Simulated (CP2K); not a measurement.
## A self-consistent single point of LiF (Fm-3m, 2 atoms in the cell) with CP2K

Level of theory: CP2K 2026.2 with PBE, GPW, DZVP-MOLOPT-SR-GTH basis, GTH-PBE potentials (GTH_POTENTIALS).

The input file:

```
&GLOBAL
  PROJECT bulk
  RUN_TYPE ENERGY_FORCE
  PRINT_LEVEL LOW
&END GLOBAL
&FORCE_EVAL
  METHOD Quickstep
  STRESS_TENSOR ANALYTICAL
  &DFT
    BASIS_SET_FILE_NAME BASIS_MOLOPT
    POTENTIAL_FILE_NAME GTH_POTENTIALS
    &QS
      METHOD GPW
      EPS_DEFAULT 1E-10
    &END QS
    &MGRID
      CUTOFF 550
      REL_CUTOFF 50
      NGRIDS 5
    &END MGRID
    &SCF
      SCF_GUESS ATOMIC
      EPS_SCF 1E-7
      MAX_SCF 100
      ADDED_MOS 4
      &DIAGONALIZATION
        ALGORITHM STANDARD
      &END DIAGONALIZATION
      &MIXING
        METHOD BROYDEN_MIXING
        ALPHA 0.4
        NBUFFER 10
        BETA 1.5
      &END MIXING
    &END SCF
    &KPOINTS
      SCHEME MONKHORST-PACK 9 9 9
    &END KPOINTS
    &XC
      &XC_FUNCTIONAL PBE
      &END XC_FUNCTIONAL
    &END XC
    &PRINT
      &MO
        EIGENVALUES T
        OCCUPATION_NUMBERS T
        NDIGITS 8
        FILENAME mo
        &EACH
          QS_SCF 0
        &END EACH
        ADD_LAST NUMERIC
      &END MO
      &MULLIKEN OFF
      &END MULLIKEN
    &END PRINT
  &END DFT
  &SUBSYS
    &CELL
      ABC 2.85392700 2.85392651 2.85392630
      ALPHA_BETA_GAMMA 59.99999481 60.00000346 60.00000586
      PERIODIC XYZ
    &END CELL
    &COORD
      Li       0.00000000     0.00000000     0.00000000
      F        2.85392650     1.64771550     1.16511050
    &END COORD
    &KIND Li
      BASIS_SET DZVP-MOLOPT-SR-GTH-q3
      POTENTIAL GTH-PBE-q3
    &END KIND
    &KIND F
      BASIS_SET DZVP-MOLOPT-SR-GTH-q7
      POTENTIAL GTH-PBE-q7
    &END KIND
  &END SUBSYS
  &PRINT
    &FORCES ON
    &END FORCES
    &STRESS_TENSOR ON
    &END STRESS_TENSOR
  &END PRINT
&END FORCE_EVAL
```

Log, with long lists cut:

```
 GLOBAL| Method name                                                        CP2K
 GLOBAL| Project name                                                       bulk
 GLOBAL| Run type                                                   ENERGY_FORCE

 TOTAL NUMBERS AND MAXIMUM NUMBERS

  Total number of            - Atomic kinds:                                   2
                             - Atoms:                                          2
                             - Shell sets:                                     2
                             - Shells:                                         9
                             - Primitive Cartesian functions:                 10
                             - Cartesian basis functions:                     20
                             - Spherical basis functions:                     19

  Maximum angular momentum of- Orbital basis functions:                        2
                             - Local part of the GTH pseudopotential:          6
                             - Non-local part of the GTH pseudopotential:      0

 SCF PARAMETERS         Density guess:                                    ATOMIC
                        max_scf:                                             100
                        max_diis:                                              4
                        eps_scf:                                        1.00E-07
                        eps_diis:                                       1.00E-01
                        eps_eigval:                                     1.00E-05
                        level_shift [a.u.]:                             0.000000
                        added MOs                                         4    0
                        Mixing method:                            BROYDEN_MIXING
                                                charge density mixing in g-space
                        No outer SCF

 Extrapolation method: initial_guess

 Number of electrons:                                                         10
 Number of occupied orbitals:                                                  5
 Number of molecular orbitals:                                                 9

 Number of orbital functions:                                                 19
 Number of independent orbital functions:                                     19

 SCF WAVEFUNCTION OPTIMIZATION

  Step     Update method      Time    Convergence         Total energy    Change
     1 NoMix/Diag. 0.40E+00      -     0.71077923       -31.9265427858 -3.19E+01
     2 Broy./Diag. 0.40E+00      -     0.05563842       -30.5828590924  1.34E+00
     3 Broy./Diag. 0.40E+00      -     0.03687572       -31.5090261851 -9.26E-01
     4 Broy./Diag. 0.40E+00      -     0.04312255       -31.8175945447 -3.09E-01
     5 Broy./Diag. 0.40E+00      -     0.00738507       -31.8093329531  8.26E-03
     6 Broy./Diag. 0.40E+00      -     0.00678431       -31.8545766192 -4.52E-02
     7 Broy./Diag. 0.40E+00      -     0.00130476       -31.8511370298  3.44E-03
   [... 3 lines left out ...]
    11 Broy./Diag. 0.40E+00      -     0.00000109       -31.8508501927 -5.28E-05
    12 Broy./Diag. 0.40E+00      -     0.00000028       -31.8508501952 -2.49E-09
    13 Broy./Diag. 0.40E+00      -     0.00000046       -31.8508511026 -9.07E-07
    14 Broy./Diag. 0.40E+00      -     0.00000017       -31.8508511381 -3.55E-08
    15 Broy./Diag. 0.40E+00      -     0.00000001       -31.8508511397 -1.56E-09

  *** SCF run converged in    15 steps ***

  Electronic density on regular grids:         -9.9999999980        0.0000000020
  Core density on regular grids:                9.9999999994       -0.0000000006
  Total charge density on r-space grids:        0.0000000013
  Total charge density g-space grids:           0.0000000013

  Overlap energy of the core charge distribution:               0.00000000000000
  Self energy of the core charge distribution:                -70.65956553727510
  Core Hamiltonian energy:                                     18.61237515748946
  Hartree energy:                                              26.80782231951698
  Exchange-correlation energy:                                 -6.61148307944030

  Total energy:                                               -31.85085113970897

 ENERGY| Total FORCE_EVAL ( QS ) energy [hartree]            -31.850851141224730

 FORCES| Atomic forces [hartree/bohr]
 FORCES|   Atom     x               y               z               |f|
 FORCES|      1 -5.10603174E-11 -8.44363873E-11 -2.24731700E-11   1.01201299E-10
 FORCES|      2 -1.46344108E-10 -2.38917771E-10 -6.43285257E-11   2.87465578E-10
 FORCES| Sum    -1.97404425E-10 -3.23354159E-10 -8.68016957E-11
 FORCES| Total atomic force                                       3.88665606E-10

 STRESS| Analytical stress tensor [bar]
 STRESS|                        x                   y                   z
 STRESS|      x        2.43160321874E+04   1.64528334861E+02   1.16339245741E+02
 STRESS|      y        1.64528334861E+02   2.41259375849E+04   6.65972025428E+01
 STRESS|      z        1.16339245741E+02   6.65972025428E+01   2.40789864770E+04
 STRESS| 1/3 Trace                                             2.41736520831E+04
```

The run converged in 15 iterations.

The starting cell comes from a database of computed structures (which also holds hypothetical and non-ambient phases and stackings), without a prior relaxation at this level. Its lattice was rescaled by a random factor within 2.5 % of one. Values carry the incompleteness of an atom-centred basis.

Cost on one core of a shared machine: roughly 2 min.
